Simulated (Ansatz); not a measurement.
Defect migration in monoclinic ZrO2: interstitial Na, charge state +1. The step: one Na atom jumps by itself; the atom moves 3.46 Å along (0.00, -0.42, -0.50) of the unit cell; the moving atom starts with neighbours O at 2.06, O at 2.08, O at 2.17, O at 2.25, O at 2.32; Zr at 2.50 Å and ends with O at 2.06, O at 2.08, O at 2.17, O at 2.25, O at 2.32; Zr at 2.50 Å. DFT values are from Ansatz (plane-wave PAW, 420 eV unless said) in a cell of 324 host sites, spin-restricted, static, with no finite-size correction. The charge state is imposed; whether it is stable for some Fermi level was not computed. Sites that were not tried may lie lower. For the PBE band: the saddle point's order was not checked.

```
Level                                                              Forward barrier (eV)
-----------------------------------------------------------------  --------------------
PBE, the Γ point alone, band relaxed                                               2.53
PBE, a 2×2×2 k-point mesh shifted by half a step, same geometries                  2.53
r2SCAN at 500 eV, the Γ point alone, same geometries                               2.60
HSE06, Γ point alone, same geometries                                              2.46
```

Ansatz is an electronic-structure program.
